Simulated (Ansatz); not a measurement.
## What isotropic strain −1.20 % does to BN

Start from BN in the wurtzite structure (space group P6_3mc, No. 186; a = 2.555 Å, c = 4.225 Å).

Perturbation: every lattice vector is shortened by 1.20 %, atoms relaxed at fixed cell.

Computed with plane-wave PAW DFT at the PBE level (Ansatz, a first-principles code, 420 eV), no SOC. k-mesh 15×15×8 (Γ-centred); smearing 0.05 eV (Fermi–Dirac).

- Volume per atom = 5.76 Å³ (base 5.97 Å³)
- Space group = P6_3mc (No. 186) (base P6_3mc (No. 186))
- Shortest interatomic distance = 1.549 Å (base 1.567 Å)
- Energy relative to the base (free energy F) = +9.3 meV/atom
- Pressure (mean of the normal stresses, compression positive) = 14.38 GPa (base 0.00 GPa)
- Band gap = 5.15 eV (base 5.23 eV)
- Gap character = indirect, Γ → K (base indirect, Γ → K)
- Mean gap deformation potential ΔEg/Δln V = +2.1 eV
- Width of the top valence band = 5.56 eV (base 5.37 eV)
- Electron mass = 0.30 mₑ along c, 0.50 mₑ across (at K) (base 0.31 mₑ along c, 0.51 mₑ across (at K))
- Valence-band top at Γ (three highest levels, from the VBM) = 0.00, 0.00, -0.29 eV (base 0.00, 0.00, -0.26 eV)

Final structure:

```xyz
4
Lattice="2.5239 0.0000 0.0000 -1.2619 2.1857 0.0000 0.0000 0.0000 4.1739" Properties=species:S:1:pos:R:3 pbc="T T T"
B      0.0000     1.4572     0.0014
B      1.2619     0.7286     2.0883
N      0.0000     1.4572     1.5638
N      1.2619     0.7286     3.6508
```

Effective masses come from finite differences of ±0.01 Å⁻¹. No phonon test of stability was made.
